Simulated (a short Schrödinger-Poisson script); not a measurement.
Stack: MOS inversion layer, Al2O3 on p-type Si(100), at 300 K.

From the gate side: 7.4 nm Al2O3; 690 nm Si, acceptors 3.9e17 cm⁻³.

The device is made up for the run: typed textbook-type constants, with dimensions and the other settings drawn at random. Al2O3: permittivity 9, conduction-band edge (eV) 2.7, gap (eV) 6.8, electron mass (mₑ) 0.3. Si: permittivity 11.7, conduction-band edge (eV) 0, gap (eV) 1.124, Nv at 300 K (cm⁻³) 3.1e19.

Channel valleys (confinement mass, in-plane density-of-states mass, number): Δ2 0.916, 0.19, 2; Δ4 0.19, 0.417, 4. At the gate the conduction-band edge of layer 1 lies 2.94 eV − eVg above the Fermi level of the channel; the field vanishes at the back. Gaps are held at their typed values at every temperature. Mesh 0.03 nm at interfaces.

Solved with a short Schrödinger-Poisson script written for these runs: 1D Poisson equation in equilibrium, electrons quantum, Hartree (BenDaniel-Duke, 12 states a valley, the channel's in-plane mass for all, wave functions free to enter the dielectric), parabolic valleys, classical holes, full ionisation, no traps, pinning or gate leakage.

```
Vg (V)  electrons (cm⁻²)  C (μF/cm²)  Δ2 E0 (meV from the Fermi level)  Δ4 E0 (meV from the Fermi level)
------  ----------------  ----------  --------------------------------  --------------------------------
0.4               1.32e9       0.172                             224.3                             270.3
0.5              2.69e10       0.259                             145.5                             193.0
0.6              2.24e11       0.585                              89.7                             139.0
0.7              6.25e11       0.763                              61.6                             113.1
0.8              1.11e12       0.834                              45.2                              98.8
0.9              1.64e12       0.871                              33.6                              89.4
1                2.18e12       0.893                              24.5                              82.4
1.1              2.74e12       0.909                              17.0                              76.9
1.2              3.31e12       0.920                              10.6                              72.3
1.3              3.89e12       0.929                               4.8                              68.5
1.4              4.47e12       0.936                              -0.4                              65.1
1.5              5.05e12       0.942                              -5.2                              62.0
1.6              5.64e12       0.947                              -9.6                              59.3
1.7              6.23e12       0.951                             -13.8                              56.8
1.8              6.83e12       0.955                             -17.8                              54.4
1.9              7.42e12       0.958                             -21.6                              52.2
2                8.02e12       0.961                             -25.2                              50.2
```

Gate voltages with under 1e9 electrons/cm² are left out.

At Vg = 2 V the lowest Δ2 subband lies at -25.2 meV from the Fermi level. How many electrons does it hold, and what share of all?

The two-dimensional density of states is g m/(πħ²) = 1.59e11 cm⁻² meV⁻¹ (both spins), kT = 25.9 meV, so n = D kT ln(1 + exp(−E/kT)) = 5.31e12 cm⁻², 0.66 of the 8.02e12 cm⁻² in all.

Compare the slope of the sheet density between 1.8 and 2 V with the geometric capacitance of the layers between gate and channel.

q Δn/ΔV = 0.953 μF/cm²; ε0/Σ(t/ε) = 1.08 μF/cm². The ratio is 0.89: the channel acts as a further capacitance in series.
